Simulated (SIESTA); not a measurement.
Band structure of LuCuSe2 (P3m1, 4 atoms in the cell).

```yaml
crystal:
  lattice:
    - [4.09225, 0.00000, 0.00000]
    - [-2.04613, 3.54400, 0.00000]
    - [0.00000, 0.00000, 6.47917]
  atoms:
    - { symbol: Lu, position: [0.00000, 0.00000, 0.79851] }
    - { symbol: Cu, position: [0.66667, 0.33333, 0.18851] }
    - { symbol: Se, position: [0.33333, 0.66667, 0.06490] }
    - { symbol: Se, position: [0.66667, 0.33333, 0.56728] }
```

Method: GGA PBEsol, numerical atomic orbitals DZP, PseudoDojo PBEsol standard norm-conserving potentials (rewritten from UPF to PSML) (SIESTA).

Settings: XC.functional = GGA; XC.authors = PBEsol; potentials = PseudoDojo PBEsol standard; PAO.BasisSize = DZP; PAO.EnergyShift = 0.01 Ry; MeshCutoff = 300 Ry; kgrid.MonkhorstPack = 6 6 4; OccupationFunction = FD; ElectronicTemperature = 10 K; MaxSCFIterations = 150; SCF.Mixer.Method = Pulay; SCF.Mixer.Weight = 0.1; SCF.Mixer.History = 6; SCF.DM.Tolerance = 1.0E-04.

The starting cell comes from a database of computed structures (which also holds hypothetical and non-ambient phases and stackings), without a prior relaxation at this level. Its lattice was rescaled by a random factor within 2.5 % of one. Spin-orbit coupling is off. Values carry the incompleteness of an atom-centred basis.

Task: Predict the gap along the standard path and the places of the band edges.

Result: The gap along the path is 1.32 eV, direct at Γ to within 0.01 eV. Another conduction valley lies within 0.1 eV, so the order of the valleys is not sure.

Levels in eV from the top of the valence band on the path, bands 35 to 39:
```json
[
 {"point": "Γ", "35": "-1.75", "36": "-0.07", "37": "0.00", "38": "0.00", "39": "1.32"},
 {"point": "M", "35": "-1.81", "36": "-1.73", "37": "-1.58", "38": "-1.18", "39": "1.37"},
 {"point": "K", "35": "-1.83", "36": "-1.69", "37": "-1.43", "38": "-1.20", "39": "2.71"},
 {"point": "A", "35": "-1.47", "36": "-1.17", "37": "-0.42", "38": "-0.42", "39": "1.65"},
 {"point": "L", "35": "-1.87", "36": "-1.72", "37": "-0.86", "38": "-0.72", "39": "1.32"},
 {"point": "H", "35": "-1.83", "36": "-1.54", "37": "-1.32", "38": "-1.17", "39": "2.66"}
]
```

Higher empty bands are left out: an atom-centred basis made for the valence describes them poorly.
